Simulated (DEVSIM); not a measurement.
Structure: Pt/SiO2/n-GaAs capacitor, at 300 K.

```
layer (left to right)  material  thickness (nm)  Nd (cm⁻³)
---------------------  --------  --------------  ---------
1                          SiO2            7.10          -
2                          GaAs            3800     2.9e16
```

Metal gate on the left, work function 5.6 eV. Fixed charge at the semiconductor interface 0 cm⁻² (in units of +e); interface traps 4.9e10 cm⁻² eV⁻¹, uniform in energy, neutral level at 0.3 of the gap above the valence band.

This is a model device: material constants are rounded textbook-type values typed into the input, and sizes, dopings and lifetimes were drawn at random. Values at 300 K.

```csv
parameter,SiO2,GaAs
gap (eV),9,1.424
affinity (eV),0.9,4.07
permittivity,3.9,12.9
Nc (cm⁻³),-,4.7e17
Nv (cm⁻³),-,9e18
```

Simulated with DEVSIM: 1D Poisson equation in equilibrium, Boltzmann statistics, complete ionisation; no quantum confinement or tunnelling. Metal contacts follow the ideal Schottky-Mott rule: no Fermi-level pinning, no interface dipoles.

The interface trap density was swept, all else fixed.

```csv
interface trap density (cm^-2 eV^-1),flat-band voltage (V),minimum of the low-frequency capacitance (μF/cm²),threshold voltage (band bending 2φF) (V)
0,1.46,0.0463,0.02
1e10,1.46,0.0476,0.02
4.9e10,1.47,0.0527,0.02
1e11,1.49,0.0591,0.01
3e11,1.55,0.0823,-0.01
1e12,1.76,0.147,-0.07
2e12,2.07,0.211,-0.16
```

From the first row to the last the flat-band voltage goes from 1.46 to 2.07. From the first row to the last the minimum of the low-frequency capacitance goes from 0.0463 to 0.211.
